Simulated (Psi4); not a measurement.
Psi4 1.11, PBE/def2-tzvp: [Si][SiH3], charge +1, multiplicity 1, 5 atoms. The geometry is a generated start, not checked to be a minimum at this level.

* **task**: energy
* **method**: pbe
* **basis**: def2-tzvp
* **memory**: 3 GB
* **maxiter**: 100
* **keys of the molecule block**: symmetry c1
* **scf_type**: df (default)
* **guess**: auto, which took SAD (default)
* **scf_initial_accelerator**: adiis (default)
* **e_convergence**: 1e-06 (default)
* **d_convergence**: 1e-06 (default)
* **dft_radial_points**: 75 (default)
* **dft_spherical_points**: 302 (default)
* **basis functions**: 92
* **grid points**: 108184

```xyz
5

Si     2.1868    -0.0073    -0.0208
Si    -0.2327     0.0010     0.0018
H     -0.6521     1.3801    -0.2699
H     -0.6377    -0.4502     1.3396
H     -0.6643    -0.9236    -1.0507
```

Charge 1 and multiplicity 1 are set for this test and not shown to be the ground state.

One run each on 2 threads. Values of diis_max_vecs tried: 3, 6, 10 (default), 20.

Question: Predict the course of the SCF iterations along this series.

Answer: Fewest SCF iterations, within one of each other: 6 with 8, 10 (default) with 8, 20 with 8. The count rises to 14 at 3. All converge to one solution.

```csv
diis_max_vecs,SCF iterations,end
3,14,same solution
6,8,same solution
10 (default),8,same solution
20,8,same solution
```
